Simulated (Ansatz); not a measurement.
Pressure series in Hf

The reference is Hf (space group P6/mmm, No. 191; a = 4.919 Å, c = 3.061 Å; a cell from a computed database, its experimental status unchecked).

Cell and atoms are relaxed at each pressure.

Method: plane-wave PAW DFT at the PBEsol level (Ansatz, a first-principles code, 420 eV), scalar-relativistic without spin-orbit coupling.

Notes on the quantities. enthalpy: H = E + PV relative to the base's energy.

```json
[
 {"variant": "base", "enthalpy": "–", "shortest interatomic distance": "2.840 Å"},
 {"variant": "pressure −2 GPa", "enthalpy": "-0.27 eV/atom", "shortest interatomic distance": "2.858 Å"},
 {"variant": "pressure −1 GPa", "enthalpy": "-0.13 eV/atom", "shortest interatomic distance": "2.849 Å"},
 {"variant": "pressure 0.3 GPa", "enthalpy": "+0.04 eV/atom", "shortest interatomic distance": "2.838 Å"},
 {"variant": "pressure 0.7 GPa", "enthalpy": "+0.09 eV/atom", "shortest interatomic distance": "2.834 Å"},
 {"variant": "pressure 1.5 GPa", "enthalpy": "+0.20 eV/atom", "shortest interatomic distance": "2.828 Å"},
 {"variant": "pressure 3 GPa", "enthalpy": "+0.40 eV/atom", "shortest interatomic distance": "2.816 Å"},
 {"variant": "pressure 5 GPa", "enthalpy": "+0.65 eV/atom", "shortest interatomic distance": "2.801 Å"},
 {"variant": "pressure 7.5 GPa", "enthalpy": "+0.97 eV/atom", "shortest interatomic distance": "2.783 Å"},
 {"variant": "pressure 10 GPa", "enthalpy": "+1.28 eV/atom", "shortest interatomic distance": "2.767 Å"}
]
```

Load acts through the strain it causes; cell and atoms are relaxed under it. Stability against distortions was not tested. Competing high-pressure phases were not computed. All final runs are without spin polarisation. This is not the structure that Hf has at room temperature and ambient pressure.
